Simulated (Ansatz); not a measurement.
## CdS under a change: biaxial strain +4.86 %, plane normal [001], relaxed out of plane

Base system: CdS in the wurtzite structure (space group P6_3mc, No. 186; a = 4.197 Å, c = 6.829 Å). Axes: x lies along a and z along c of the hexagonal cell.

It is then changed as follows: tensile biaxial strain of 4.86 % in the plane normal to [001], as in epitaxy on a mismatched substrate; the out-of-plane cell vector and the atoms relax.

Level of theory: Ansatz (an electronic-structure program) PBE, scalar-relativistic without spin-orbit coupling. k-mesh 9×9×5 (Γ-centred); smearing 0.05 eV (Fermi–Dirac).

```tsv
quantity	base	changed	shift
shortest interatomic distance	256.5 pm	258.7 pm	+2.2 pm
pressure (mean of the normal stresses, compression positive)	0.00 GPa	-2.56 GPa	-2.56 GPa
band gap (an upper bound: an edge found on the path is not a true extremum; the changed cell)	1.11 eV	0.92 eV	-0.195 eV
out-of-plane strain	–	-4.27 %	–
ratio −ε⊥/ε∥	–	0.88	–
mean in-plane stress (compression positive)	–	-3.8 GPa	–
```

Cost of the whole job for the changed cell (relaxation, final SCF and bands): around 70 core-seconds (rough).

Stability against distortions was not tested.
